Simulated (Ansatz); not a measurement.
Functionals compared on a constructed model of the (100) surface of fcc Al, a pseudomorphic layer of Sn in the host's stacking (bottom of the slab: a bare face, its two planes held), in Ansatz (plane waves, PAW). The structure was relaxed with PBE; the other rows are single points on it. Cutoff 420 eV (500 eV for r2SCAN).

Model: 7-atom slab, 11.9 Å thick at the start, 13x13x1 mesh, Fermi-Dirac 0.1 eV, dipole correction, 2 atoms held, the rest relaxed; held to the start's symmetry, so lower structures may exist; no spin, no spin-orbit, no U. It is one candidate, not shown to be the stable structure of the face. These notes are the PBE run's.

```tsv
functional	work function of the top face (eV)	rough cost of the single point
PBE	3.86	–
RPBE	3.73	about 15 core-seconds (a rough figure)
r2SCAN	[?]	around 28 core-seconds (rough)
```

Q: Fill in the missing entries.

A: 
- r2SCAN, work function of the top face (eV): 3.94

Ansatz is an electronic-structure program.
